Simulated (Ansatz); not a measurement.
The reference is SiC (space group P6_3mc, No. 186; a = 3.094 Å, c = 10.129 Å).

Modification: the cell is scaled by 0.9775 in all directions, atoms relaxed at fixed cell.

Method: Kohn–Sham DFT with the PBE functional, run in Ansatz (an electronic-structure program) with PAW and 420 eV plane waves, no spin-orbit coupling.

Base, band edges from the VBM (valence, conduction): K -1.66, 3.97; H -2.42, 3.24; M -1.12, 2.22; L -1.54, 2.63; A -0.21, 5.16; Γ 0.00, 4.96 eV.

Q: Give the band edges at the high-symmetry points of the new zone, measured from its valence-band maximum.

A: 
```csv
point,valence edge (eV),conduction edge (eV)
Γ,0.00,5.55
M,-1.13,2.23
K,-1.69,3.99
A,-0.21,5.76
L,-1.59,2.68
H,-2.53,3.25
```

The gap is 2.23 eV, indirect, Γ → M.

The cells carry an imposed strain or load. No phonon test of stability was made.
